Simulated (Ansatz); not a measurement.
Subject: the formation energy of H_i in Nb (bcc, Im-3m). Reaction: 64 Nb (bcc) + 1/2 H2 (gas) → cell A.

Cell A: a supercell of 64 sites of Nb (bcc, Im-3m) with H off the lattice sites (4 Nb at 1.92 Å); spin state with PBE: run without spin, k-point mesh 4×4×4.
```
CELL_PARAMETERS angstrom
     11.47126     0.00000     0.00000
     -3.82375    10.81521     0.00000
     -3.82375    -5.40761     9.36625
ATOMIC_POSITIONS crystal
  Nb 0.00190 0.00143 0.00127
  Nb 0.99997 0.00000 0.25065
  Nb 0.99975 0.99995 0.49970
  Nb 0.00095 0.00077 0.75019
  Nb 0.99986 0.25030 0.99996
  Nb 0.99935 0.25000 0.25003
  Nb 0.99994 0.24990 0.50004
  Nb 0.99975 0.25005 0.74980
  Nb 0.00022 0.50001 0.00023
  Nb 0.99978 0.50001 0.24978
  Nb 0.99935 0.49931 0.49935
  Nb 0.99997 0.49931 0.74996
  Nb 0.00049 0.75008 0.00040
  Nb 0.00022 0.74999 0.25022
  Nb 0.99986 0.74990 0.49957
  Nb 0.00190 0.75063 0.75047
  Nb 0.25059 0.00016 0.00043
  Nb 0.25004 0.99970 0.25014
  Nb 0.24967 0.99970 0.49957
  Nb 0.24957 0.00016 0.74974
  Nb 0.24957 0.24984 0.99941
  Nb 0.24873 0.24857 0.24810
  Nb 0.24956 0.24940 0.50015
  Nb 0.24942 0.24923 0.75019
  Nb 0.24967 0.50010 0.99996
  Nb 0.24960 0.49992 0.24951
  Nb 0.24819 0.49927 0.49892
  Nb 0.24956 0.49941 0.75016
  Nb 0.25004 0.74990 0.00033
  Nb 0.24977 0.74999 0.24978
  Nb 0.24960 0.75008 0.49968
  Nb 0.24873 0.75063 0.75016
  Nb 0.49981 0.00077 0.00058
  Nb 0.50020 0.99995 0.25025
  Nb 0.50004 0.00000 0.49935
  Nb 0.49953 0.00143 0.75016
  Nb 0.50026 0.24984 0.00043
  Nb 0.49981 0.24923 0.24905
  Nb 0.49984 0.24940 0.49925
  Nb 0.49984 0.24857 0.75047
  Nb 0.49984 0.49937 0.00127
  Nb 0.49953 0.49937 0.24810
  Nb 0.49726 0.49553 0.49279
  Nb 0.49828 0.49553 0.75274
  Nb 0.49984 0.75059 0.00044
  Nb 0.50004 0.75069 0.25003
  Nb 0.49964 0.75073 0.49892
  Nb 0.49726 0.75447 0.75172
  Nb 0.74985 0.00060 0.00044
  Nb 0.74996 0.00010 0.25006
  Nb 0.75014 0.00010 0.50004
  Nb 0.75075 0.00060 0.75016
  Nb 0.75043 0.25030 0.00033
  Nb 0.75030 0.25005 0.25025
  Nb 0.74996 0.24990 0.49986
  Nb 0.75065 0.25000 0.74996
  Nb 0.75032 0.49992 0.00040
  Nb 0.75043 0.50010 0.25014
  Nb 0.74985 0.49941 0.49925
  Nb 0.75108 0.49927 0.75036
  Nb 0.75108 0.75073 0.00181
  Nb 0.75065 0.75069 0.25065
  Nb 0.75075 0.75059 0.50015
  Nb 0.75721 0.75447 0.75274
  H  0.56250 0.62500 0.68750
```

Reference: Nb (bcc, Im-3m), 64 atoms in the cell, a perfect crystal on lattice vectors that match the other cells'; spin state with PBE: run without spin, k-point mesh 4×4×4 on the run's own vectors.

Reference: an isolated H2 molecule (singlet) in a box of 11 × 11 × 13 Å.

All numbers come from Ansatz (a program for electronic structure), plane waves with PAW, its PAW set soft_1, cutoff 500 eV. The structures are at rest with PBE, within the held lattices; other levels are single points on them. Neutral cells; Fermi-Dirac smearing of at most 0.10 eV in the solids, energies taken to zero width. The lattices are those relaxed with PBE, so at other levels the solids can be strained. Larger cells are relaxed from a start prepared with the learned potential CHGNet, on a coarser mesh till forces fall under 0.03 eV/Å, which some starts already meet. A dispersion term (D3(BJ), or D4 for r2SCAN) was computed beside these levels and is taken off wherever the name lacks it. Nuclei at rest; no vibrational terms. No structure search was made; lower ones may exist. Values are for these cell sizes. Mesh and cell size may move defect energies by 0.1 eV or more. Cell A has symmetry I-4m2 and got no random move, so less symmetric positions, which may lie lower, weren't tried.

Estimate the value that r2SCAN returns for this input.

-0.50 eV, for 64 Nb (bcc) + 1/2 H2 (gas) → cell A.
